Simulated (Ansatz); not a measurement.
## WSi2, pressure series

The reference is WSi$_{2}$ (space group I4/mmm, No. 139; a = 3.229 Å, c = 7.867 Å).

Cell and atoms are relaxed at each pressure.

Computed with Kohn–Sham DFT with the PBE functional, run in Ansatz (a quantum-chemistry and plane-wave program) with PAW and 420 eV plane waves, without spin-orbit coupling.

```tsv
pressure (GPa)	volume per atom (Å³/atom)
-1	13.736
0	13.673
3	13.491
7	13.267
15	12.870
30	?
50	11.627
75	11.009
100	10.515
```

Problem. Fit the third-order Birch–Murnaghan form P(V) = (3B₀/2)[(V₀/V)^(7/3) − (V₀/V)^(5/3)]·[1 + (3/4)(B₀′ − 4)((V₀/V)^(2/3) − 1)] (squares taken in P) to the rows shown and predict the withheld row.

Solution. Least squares on the printed values gives V₀ = 13.671 Å³/atom, B₀ = 220 GPa, B₀′ = 4.2; this predicts 12.263 Å³/atom, and the run gives 12.262 Å³/atom, in agreement.

Load acts through the strain it causes; cell and atoms are relaxed under it. Whether these cells are dynamically stable was not tested. No other phases were tried under pressure. All final runs are without spin polarisation.
